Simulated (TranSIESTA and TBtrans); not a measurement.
Pb chain with one O atom inserted

Junction: Pb chain with one O atom inserted. Leads: straight Pb chain, spacing 2.85 Å. Geometry: 3 atoms about the centre moved by SIESTA (PBE, DZP) to a largest force of 0.01 eV/Å, all others as built, motion along the axis alone.

TranSIESTA and TBtrans, PBE, DZ numerical orbitals (energy shift 0.15 eV), PseudoDojo norm-conserving scalar-relativistic potentials, mesh cutoff 200 Ry, 300 K, spin-polarised (collinear), no spin-orbit coupling; self-consistent non-equilibrium Green functions.

```
Quantity                           Value
---------------------------------  -----
Conductance at 300 K (G0 = 2e²/h)   1.59
Mean T from −0.5 to 0.5 eV          1.48
```

Energies count from the leads' Fermi level. Transmissions are for each spin. The energy step is 0.01 eV; narrower resonances are cut or missed.

| E (eV) | T up | T down | lead channels up | down |
|---|---|---|---|---|
| -2.00 | 0.23 | 0.23 | 1 | 1 |
| -1.90 | 0.26 | 0.26 | 1 | 1 |
| -1.80 | 0.29 | 0.29 | 1 | 1 |
| -1.70 | 0.31 | 0.31 | 1 | 1 |
| -1.60 | 0.33 | 0.33 | 1 | 1 |
| -1.50 | 0.34 | 0.34 | 1 | 1 |
| -1.40 | 0.36 | 0.36 | 1 | 1 |
| -1.30 | 0.37 | 0.37 | 1 | 1 |
| -1.20 | 0.39 | 0.39 | 1 | 1 |
| -1.10 | 0.40 | 0.40 | 1 | 1 |
| -1.00 | 0.41 | 0.41 | 1 | 1 |
| -0.90 | 0.42 | 0.42 | 1 | 1 |
| -0.80 | 0.43 | 0.43 | 1 | 1 |
| -0.70 | 0.77 | 0.76 | 3 | 3 |
| -0.60 | 1.01 | 1.00 | 3 | 3 |
| -0.50 | 1.20 | 1.19 | 3 | 3 |
| -0.40 | 1.35 | 1.34 | 3 | 3 |
| -0.30 | 1.46 | 1.46 | 3 | 3 |
| -0.20 | 1.53 | 1.54 | 3 | 3 |
| -0.10 | 1.57 | 1.59 | 3 | 3 |
| 0.00 | 1.58 | 1.60 | 3 | 3 |
| 0.10 | 1.56 | 1.59 | 3 | 3 |
| 0.20 | 1.53 | 1.55 | 3 | 3 |
| 0.30 | 1.48 | 1.50 | 3 | 3 |
| 0.40 | 1.43 | 1.45 | 3 | 3 |
| 0.50 | 1.38 | 1.39 | 3 | 3 |
| 0.60 | 1.32 | 1.33 | 3 | 3 |
| 0.70 | 1.27 | 1.28 | 3 | 3 |
| 0.80 | 1.23 | 1.23 | 3 | 3 |
| 0.90 | 1.19 | 1.18 | 3 | 3 |
| 1.00 | 1.15 | 1.14 | 3 | 3 |
| 1.10 | 1.11 | 1.11 | 3 | 3 |
| 1.20 | 1.08 | 1.08 | 3 | 3 |
| 1.30 | 1.05 | 1.05 | 3 | 3 |
| 1.40 | 1.03 | 1.02 | 3 | 3 |
| 1.50 | 1.00 | 1.00 | 3 | 3 |
| 1.60 | 0.98 | 0.97 | 3 | 3 |
| 1.70 | 0.95 | 0.95 | 3 | 3 |
| 1.80 | 0.93 | 0.92 | 3 | 3 |
| 1.90 | 0.90 | 0.90 | 3 | 3 |
| 2.00 | 0.87 | 0.87 | 3 | 3 |

Moments were seeded on the central atoms alone, and one start was tried. The straight chain is held at its spacing; free chains may zigzag or dimerise. Spin-orbit coupling, left out here, matters for the heavy atoms.
